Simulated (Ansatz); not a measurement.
# Response to strain in hypothetical CdI2 type TeS2

Take TeS2 in the CdI2 type structure (space group P-3m1, No. 164; a = 3.744 Å, c = 5.460 Å; a hypothetical phase, not in the database extracts checked; layered; relaxed with 0.1 eV smearing) as the base. Axes: x lies along a and z along c of the hexagonal cell.

Strains are applied to the cell and any free atomic positions relax; under biaxial strain the out-of-plane vector relaxes too; under stress the whole cell relaxes.

The values are results of plane-wave PAW DFT at the PBEsol-D3(BJ) level (Ansatz, a quantum-chemistry and plane-wave program, 420 eV), spin-orbit coupling left out, not measurements.

Notes on the quantities. energy relative to the base: free energy F.

```csv
case,energy relative to the base,shortest interatomic distance,space group
base,0 meV/atom,2.664 Å,P-3m1 (No. 164)
"biaxial strain −0.67 %, plane normal [001], relaxed out of plane",–,2.659 Å,P-3m1 (No. 164)
isotropic strain −0.61 %,+1.1 meV/atom,2.659 Å,P-3m1 (No. 164)
isotropic strain +0.84 %,+2.0 meV/atom,2.671 Å,P-3m1 (No. 164)
isotropic strain +2.15 %,+12 meV/atom,2.683 Å,P-3m1 (No. 164)
uniaxial strain ε_yy = +2.13 %,+3.3 meV/atom,2.669 Å,C2/m (No. 12)
"uniaxial stress, 3 GPa tension along x",+9.2 meV/atom,2.660 Å,C2/m (No. 12)
"uniaxial stress, 5 GPa compression along x",…,…,C2/m (No. 12)
"uniaxial stress, 2 GPa tension along x",+3.7 meV/atom,2.662 Å,C2/m (No. 12)
```

What belongs in the blanks?


- uniaxial stress, 5 GPa compression along x, energy relative to the base: +16 meV/atom
- uniaxial stress, 5 GPa compression along x, shortest interatomic distance: 2.643 Å

Beyond what the load breaks, stability against distortions was not tested. All final runs are without spin polarisation.
